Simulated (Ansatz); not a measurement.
## The (000-1) surface of wurtzite GaN, N-terminated, 2x2 with 3 NH2 on 4 top atoms (bottom of the slab: 3 H on 4 bottom sites)

Level of theory: PBE (plane waves to 420 eV, PAW; Ansatz, an electronic-structure program).

Set-up: 52 atoms, 14.7 Å thick at the start with caps and adatoms; mesh 4x4x1; 0.025 eV smearing; dipole correction on; 8 atoms held, the rest relaxed; no symmetry held; no spin, no spin-orbit, no U. It is one candidate, not shown to be the stable structure of the face.

```yaml
gap_of_the_slab_on_its_k_mesh: 1.54 eV
highest_filled_level_below_the_top_vacuum_level: 4.24 eV
energy_released_by_relaxation: 3.17 eV
cost: about 120 core-minutes (a rough figure)
```
